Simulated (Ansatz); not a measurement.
Input:

```xyz
2
Lattice="0.0000 2.4590 2.4590 2.4590 0.0000 2.4590 2.4590 2.4590 0.0000" Properties=species:S:1:pos:R:3 pbc="T T T"
Y      0.0000     0.0000     0.0000
N      2.4590     2.4590     2.4590
```

Method: r2SCAN, rigid bands (plane waves, PAW, scalar-relativistic; Ansatz, a quantum-chemistry and plane-wave program). Condition of this run: hydrostatic pressure of -6 GPa (compression positive) (the target of the relaxation). How the cell was made: cell and atoms relaxed with PBEsol, then loaded as said.

Q: What conductivity effective mass do dilute electrons have at 300 K?

A: 0.23 mₑ.

Q: Predict the hole conductivity mass (n e² τ/σ) at 300 K, by direction if it differs.

A: 0.52 mₑ.

Q: And the band gap?

A: 0.60 eV at this level; semilocal functionals usually fall short of the measured gap.

Rigid bands, one relaxation time for all states, no polarons. Spin-orbit coupling is left out; where it splits the top of the valence band it changes the hole mass and lowers the gap by about a third of the splitting. Geometry: cell and atoms relaxed with PBEsol.
